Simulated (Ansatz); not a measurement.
PbF2 (model structure, started from the rutile type, P4₂/mnm, No. 136, 6 atoms in the cell), treated with G0W0@PBEsol+SOC in Ansatz (hard PAW, contour deformation, complete-basis limit, spin–orbit shift from PBEsol).

Numerical settings: largest k mesh 4×4×4 (not extrapolated in the mesh).

Cell (relaxed with PBEsol):

```yaml
crystal:
  lattice:
    - [5.59552, 0.00000, 0.00000]
    - [0.00000, 5.59552, 0.00000]
    - [0.00000, 0.00000, 3.88871]
  atoms:
    - { symbol: Pb, position: [0.00000, 0.00000, 0.00000] }
    - { symbol: Pb, position: [0.50000, 0.50000, 0.50000] }
    - { symbol: F, position: [0.30774, 0.30774, 0.00000] }
    - { symbol: F, position: [0.80774, 0.19226, 0.50000] }
    - { symbol: F, position: [0.19226, 0.80774, 0.50000] }
    - { symbol: F, position: [0.69226, 0.69226, 0.00000] }
```

Question: Give the computed band gap.

Answer: 
- band gap: 5.21 eV

Note: filled d or f shells below the valence bands can shift G0W0 gaps through exchange with them, which wasn't tested here; the correction to the complete basis was taken at k points off the band edges; spin–orbit coupling enters as the shift of the gap found with a semilocal functional; the relaxation could raise the start's symmetry but not lower it, so the cell can be a saddle point.

The result took around 2.6 core-hours (rough).

A model structure was made by putting elements into a prototype or built by hand; it is no filed structure, need not be a known phase, and can be a saddle point held by its symmetry.

Ansatz is a program for electronic structure.
